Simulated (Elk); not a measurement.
Input and output of a self-consistent single point for ZrZn (P1, 2 atoms in the cell) (Elk).

Level of theory: PBEsol, all-electron FP-LAPW, Elk's shipped species files, APW+lo basis with extra local orbitals in Elk.

The change in words: atoms moved at random. Reference geometry:
```
CELL_PARAMETERS angstrom
      3.26049     0.00000     0.00000
      0.00000     3.26049     0.00000
      0.00000     0.00000     3.26049
ATOMIC_POSITIONS crystal
  Zr 0.50000 0.50000 0.50000
  Zn 0.00000 0.00000 0.00000
```

Reference input (self-consistent single point, DFT, PBEsol, all-electron FP-LAPW, Elk's shipped species files, APW+lo basis with extra local orbitals): xctype = 22; rgkmax = 8; swidth = 0.00367493 Ha; ngridk = 7 7 7; gmaxvr = 16 1/bohr; nxlo = 2; lorbcnd = true; lmaxi = 2; maxscl = 100. This run's input differs from it in these lines:

```diff
@@ -39,6 +39,6 @@
   1
-  0.5000000000  0.5000000000  0.5000000000    0.0 0.0 0.0
+  0.4882800000  0.4889640000  0.5092840000    0.0 0.0 0.0
   'Zn.in'
   1
-  0.0000000000  0.0000000000  0.0000000000    0.0 0.0 0.0
+  0.0117200000  0.0110360000  -0.0092840000    0.0 0.0 0.0
```

Output (repeated stretches shortened):

```
│ Self-consistent loop started │
│ Loop number : 1 │
 total energy                :     -5389.34402634
│ Loop number : 2 │
 total energy                :     -5389.68801867
RMS change in Kohn-Sham potential (target) :   0.2089496202     (  0.1000000000E-05)
Absolute change in total energy (target)   :   0.3439923326     (  0.1000000000E-03)
│ Loop number : 3 │
 total energy                :     -5390.15512071
RMS change in Kohn-Sham potential (target) :   0.1942213341     (  0.1000000000E-05)
Absolute change in total energy (target)   :   0.5531001240     (  0.1000000000E-03)
│ Loop number : 4 │
   [... lines left out ...]
Absolute change in total energy (target)   :   0.2757036518E-03 (  0.1000000000E-03)
│ Loop number : 13 │
 total energy                :     -5391.99651791
RMS change in Kohn-Sham potential (target) :   0.4631200588E-05 (  0.1000000000E-05)
Absolute change in total energy (target)   :   0.4125330270E-04 (  0.1000000000E-03)
│ Loop number : 14 │
 total energy                :     -5391.99658083
RMS change in Kohn-Sham potential (target) :   0.2000981070E-06 (  0.1000000000E-05)
Absolute change in total energy (target)   :   0.7323657974E-04 (  0.1000000000E-03)
Convergence targets achieved

│ Loop number : 15 │

Energies :
 Fermi                       :     0.336804963370
 total energy                :     -5391.99657995

Density of states at Fermi energy :    18.35929026
 (states/Hartree/unit cell)

Estimated indirect band gap :   0.8747418407E-02
 from k-point     27 to k-point    191
Estimated direct band gap   :   0.1621606342E-01
 at k-point     95

Charges :
 core                        :    40.00000000
 valence                     :    30.00000000
 interstitial                :    2.849325129
 muffin-tins (core leakage)
  species :    1 (Zr)
   atom    1                 :    38.00884445     (  0.2896605046E-05)
  species :    2 (Zn)
   atom    1                 :    29.14183043     (  0.8339258634E-04)
 total in muffin-tins        :    67.15067487
 total calculated charge     :    69.99441635
 total charge                :    70.00000000
 error                       :   0.5583646394E-02

│ Self-consistent loop stopped │
```

The run converged in 15 iterations. The count includes the last loop, which Elk runs after its targets are met. Against the reference run the free energy goes up by 18.8 meV/atom.

The starting cell comes from a database of computed structures (which also holds hypothetical and non-ambient phases and stackings), without a prior relaxation at this level. Its lattice was rescaled by a random factor within 2.5 % of one. For this run, on top of that: atoms moved at random. Values depend on the basis (sphere radii, cutoffs, local orbitals), which need not be converged. The log's line on a gap gives a spacing of levels on this mesh, which the program prints for metals too.

Cost on one core of a shared machine: roughly 5 min.
